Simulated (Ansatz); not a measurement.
A user runs Ansatz (a first-principles code) on NiIr2 (Fd-3m, 6 atoms in the cell) and asks whether the run is sound. The aim is a self-consistent single point with DFT, LDA (PW92), plane waves, default PAW files made with PBE.

Cell that was meant: a = 5.1635 Å, b = 5.1635 Å, c = 5.1635 Å, α = 60.00°, β = 60.00°, γ = 60.00°.

Part of the input:

Ansatz 0.2 input:
```yaml
magnetization:
  spin_polarized: true
scf:
  occupations: { method: methfessel_paxton, width: 0.0735 Ry }
output:
  forces: true
  eigenvalues: true
```

Output, abridged:

```
WARN basis.ecutwfc = 420 eV, the default
WARN ansatz: RAYON_NUM_THREADS=1 ignored (pool sized by the plan → 1); use --threads N
   [... lines left out ...]
PAW frozen core: Ni, regenerated for the run's functional, and the local potential with it
Initial density: superposition of atomic densities (chi_scale 0.1, normalization cell)
Starting moments: Σ|m| = 4 μB on 2 of 6 sites
Initial wavefunctions: pseudopotential atomic-orbital guess
Eigensolver: davidson
Functional: x = slater, c = lda
iter 1 solved again at ethr=8.15e-4 eV; its pass at ethr=3.10e-3 eV (dr2=8.48e-1 eV) is discarded
SCF iter   1: F=—  HF=-58196.372652 eV  |F-HF|=—  |Δ(HF+E_count)|=         —  Δρ=6.32e-2 (↑6.32e-2 ↓5.92e-2)  dr2=8.56e-1  dr2_m=3.17e0  M=2.140 μB ∫|m|=2.205 μB  β_m=0.30  ethr=8.15e-4  ⟨swp⟩=1.0  Hψ=17420  notcnv=0
Mixer restart at iter 1: flushing history
all-band conjugate gradients solve this SCF's bands
preconditioner: auto → Kerker (q_TF=auto, 2.759 Å⁻¹)
   [... lines left out ...]
SCF iter  48: F=-58194.821687 eV  HF=-58194.821687 eV  |F-HF|=4.15e-8  |Δ(HF+E_count)|=   3.24e-7  S|Δr|=    0.00e0  Δρ=6.68e-6 (↑4.28e-6 ↓6.68e-6)  dr2=5.62e-8  dr2_m=1.24e-8  M=2.186 μB ∫|m|=2.286 μB  β_m=0.92  ethr=1.60e-11  ⟨swp⟩=6.4  Hψ=15176  notcnv=0
SCF iter  49: F=-58194.821687 eV  HF=-58194.821687 eV  |F-HF|=2.35e-8  |Δ(HF+E_count)|=   8.28e-9  S|Δr|=    0.00e0  Δρ=4.14e-6 (↑1.08e-6 ↓4.14e-6)  dr2=2.56e-8  dr2_m=2.38e-9  M=2.186 μB ∫|m|=2.286 μB  ethr=1.60e-11  ⟨swp⟩=2.7  Hψ=7746  notcnv=0
SCF 1 converged in 49 iterations: F = -58194.821687 eV  dr2 = 2.56e-8
Stability not checked (fill_not_monotonic)
Magnetization: 2.1862 μB (53.0931 up, 50.9069 down)
Absolute magnetization: 2.2860 μB (∫|ρ↑−ρ↓|, with the PAW one-centre terms)
Spin contamination: 0.1025 ħ² per cell (⟨S²⟩ above its minimum at these occupations)
   [... lines left out ...]
Free energy (F): -58194.821687 eV
Fermi energy:    17.591002 eV
   [... lines left out ...]
   [... zero for the other atoms too ...]
--- Stress (GPa, compression-positive) ---
      -19.868957      -0.000000       0.000000
       -0.000000     -19.868957       0.000000
        0.000000       0.000000     -19.868957
  P = ⅓ Tr σ = -19.8690 GPa (-198.690 kbar)
  The stress holds the Pulay correction. Without it, at fixed plane waves, as pw.x and ABINIT print it: P = -19.9100 GPa
```

Is this run sound? If not, what is wrong?

The run is not sound. The fault is a smearing width that is far too large. A width of many tenths of an electronvolt moves electrons far across the Fermi level or the gap, and the free energy and its derivatives carry a large smearing term. To fix it, use a width small against the gap or band features. The run converged in 49 iterations without an error; against the sound input the free energy goes down by 54.1 meV/atom, the pressure moves little (-19.95 to -19.87 GPa) and the size of the net moment goes from 0.70 to 0.36 μB/atom.

An input that runs soundly differs in these lines (not the only fix; some lines may just follow from the change or write a value another way):
```diff
-  occupations: { method: methfessel_paxton, width: 0.0735 Ry }
+  occupations: { method: methfessel_paxton, width: 0.0147 Ry }
```

With that input, the run converged in 21 iterations: free energy E − TS (on the zero of these files) -58194.4971 eV; Fermi level (on the code's own zero) 17.55 eV; pressure -19.95 GPa; size of the cell's spin moment 4.23 μB (DFT, LDA (PW92), plane waves, default PAW files made with PBE).

On the sound input: the starting cell was generated: these elements placed on a structure prototype, without a prior relaxation; it need not be a known phase or ordering of this composition. The magnetic order is the one reached from the typed start; others were not searched systematically. With a pressure of about -20 GPa the cell is away from its equilibrium volume at this level. Ansatz's pressure includes its estimate of the finite-basis (Pulay) stress.
